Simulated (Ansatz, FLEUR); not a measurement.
An Ansatz (a program for electronic structure) input for a self-consistent single point of BN (F-43m, 2 atoms in the cell) (DFT, PBEsol, plane waves, default PAW files made with PBE):

Ansatz 0.2 input:
```yaml
crystal:
  lattice:
    - [0.000000, 1.807500, 1.807500]
    - [1.807500, 0.000000, 1.807500]
    - [1.807500, 1.807500, 0.000000]
  atoms:
    - { symbol: B, position: [0.000000, 0.000000, 0.000000] }
    - { symbol: N, position: [0.250000, 0.250000, 0.250000] }
kpoints:
  mp_grid: { grid: [11, 11, 11] }
hamiltonian:
  xc: pbesol
  pseudopotentials: { kind: paw }
scf:
  occupations: { method: fermi_dirac, width: 0.01 }
output:
  forces: true
  eigenvalues: true
  stress: true
```

Task: Translate this input to FLEUR.

Result: One input that does it (others would too):

Input of the input generator:

```
BN crystal
&input film=f /
-0.0000000000 0.7071067812 0.7071067812
0.7071067812 0.0000000000 0.7071067812
0.7071067812 0.7071067812 0.0000000000
4.8305009387
1.0 1.0 1.0

2
5 0.0000000000 0.0000000000 0.0000000000
7 0.2500000000 0.2500000000 0.2500000000

&comp jspins=1 /
&exco xctyp='PBEs' /
&kpt div1=11 div2=11 div3=11 /
&end /
```

```xml
<?xml version="1.0" encoding="UTF-8" standalone="no"?>
<fleurInput fleurInputVersion="0.39">
   <comment>
      BN crystal                                                                                          
   </comment>
   <calculationSetup>
      <cutoffs Kmax="4.0" Gmax="20.0" GmaxXC="20.0" numbands="0"/>
      <scfLoop itmax="100" minDistance="0.00001" maxIterBroyd="99" imix="Anderson" alpha="0.05" precondParam="0.0" spinf="2.0"/>
      <coreElectrons ctail="T" frcor="F" kcrel="0" coretail_lmax="0"/>
      <xcFunctional name="PBEs" relativisticCorrections="F"/>
      <magnetism jspins="1"/>
      <soc l_soc="F" theta="0.0" phi="0.0" spav="F"/>
      <expertModes spex="0" secvar="F"/>
      <geometryOptimization l_f="T" forcealpha="1.0" forcemix="BFGS" epsdisp="0.00001" epsforce="0.00001"/>
      <ldaU l_linMix="F" mixParam="0.05" spinf="1.0"/>
   </calculationSetup>
   <cell>
      <bzIntegration valenceElectrons="8.0" mode="hist" fermiSmearingEnergy="0.00036749">
         <kPointListSelection listName="default-1"/>
         <!-- k-points included here -->
         <xi:include xmlns:xi="http://www.w3.org/2001/XInclude" href="kpts.xml"> </xi:include>
      </bzIntegration>
      <!-- symmetry operations included here -->
      <xi:include xmlns:xi="http://www.w3.org/2001/XInclude" href="sym.xml"> </xi:include>
      <bulkLattice scale="1.0">
         <bravaisMatrix>
            <row-1>    0.0000000000000000     3.4156799703477358     3.4156799703477358</row-1>
            <row-2>    3.4156799703477358     0.0000000000000000     3.4156799703477358</row-2>
            <row-3>    3.4156799703477358     3.4156799703477358     0.0000000000000000</row-3>
         </bravaisMatrix>
      </bulkLattice>
   </cell>
   <atomSpecies>
      <species name="Boron (B)" element="B" atomicNumber="5">
         <mtSphere radius="1.37" gridPoints="453" logIncrement="0.022"/>
         <atomicCutoffs lmax="4" lnonsphr="3"/>
         <electronConfig flipSpins="F">
            <coreConfig>(1s1/2)</coreConfig>
            <valenceConfig>(2s1/2) (2p1/2) (2p3/2)</valenceConfig>
            <stateOccupation state="(2p1/2)" spinUp="0.1666666666667" spinDown="0.1666666666667"/>
            <stateOccupation state="(2p3/2)" spinUp="0.3333333333333" spinDown="0.3333333333333"/>
         </electronConfig>
         <energyParameters s="2" p="2" d="3" f="4"/>
         <lo type="SCLO" l="0" n="2" eDeriv="2"/>
         <lo type="SCLO" l="1" n="2" eDeriv="2"/>
         <lo type="SCLO" l="2" n="3" eDeriv="2"/>
      </species>
      <species name="Nitrogen (N)" element="N" atomicNumber="7">
         <mtSphere radius="1.37" gridPoints="453" logIncrement="0.023"/>
         <atomicCutoffs lmax="4" lnonsphr="3"/>
         <electronConfig flipSpins="F">
            <coreConfig>(1s1/2)</coreConfig>
            <valenceConfig>(2s1/2) (2p1/2) (2p3/2)</valenceConfig>
            <stateOccupation state="(2p1/2)" spinUp="0.5" spinDown="0.5"/>
            <stateOccupation state="(2p3/2)" spinUp="1.0" spinDown="1.0"/>
         </electronConfig>
         <energyParameters s="2" p="2" d="3" f="4"/>
         <lo type="SCLO" l="0" n="2" eDeriv="2"/>
         <lo type="SCLO" l="1" n="2" eDeriv="2"/>
         <lo type="SCLO" l="2" n="3" eDeriv="2"/>
      </species>
   </atomSpecies>
   <atomGroups>
      <atomGroup species="Boron (B)">
         <relPos label="                   1">.0000000000 .0000000000 .0000000000</relPos>
         <force calculate="T" relaxXYZ="TTT"/>
      </atomGroup>
      <atomGroup species="Nitrogen (N)">
         <relPos label="                   2">1.000/4.000 1.000/4.000 1.000/4.000</relPos>
         <force calculate="T" relaxXYZ="TTT"/>
      </atomGroup>
   </atomGroups>
   <output dos="F" band="F" slice="F">
      <checks vchk="F" cdinf="F"/>
      <bandDOS minEnergy="-.5*Htr" maxEnergy="0.5*Htr" sigma="0.015" storeEVData="T"/>
      <vacuumDOS vacdos="F" integ="F" star="F" nstars="0" locx1="0.0" locy1="0.0" locx2="0.0" locy2="0.0" nstm="0" tworkf="0.0"/>
      <unfoldingBand unfoldBand="F" supercellX="1" supercellY="1" supercellZ="1"/>
      <plotting iplot="0" polar="F">
         <plot TwoD="T" vec1="  1.0  0.0  0.0" vec2="  0.0  1.0  0.0" vec3="  0.0  0.0  1.0" zero="  0.0  0.0  0.0" file="plot"/>
      </plotting>
      <chargeDensitySlicing numkpt="0" minEigenval="0.0" maxEigenval="0.0" nnne="0" pallst="F"/>
      <specialOutput eonly="F"/>
      <magneticCircularDichroism mcd="F" energyLo="-10.0" energyUp="0.0"/>
   </output>
  <!-- We include the file relax.xml here to enable relaxations (see documentation) -->
  <xi:include xmlns:xi="http://www.w3.org/2001/XInclude" href="relax.xml"> <xi:fallback/> </xi:include>
</fleurInput>
```

Basis settings and potentials, where a program has them, do not carry over. This input uses DFT, PBEsol, all-electron FLAPW (FLEUR), scalar-relativistic valence. Both were run: gap on the mesh 4.395 eV in Ansatz and 4.238 in FLEUR.

On Ansatz: the starting cell has typed, rounded lattice constants, without a prior relaxation at this level.

On FLEUR: the starting cell has typed, rounded lattice constants, without a prior relaxation at this level. Values depend on the basis (sphere radii, cutoffs, local orbitals), which need not be converged.
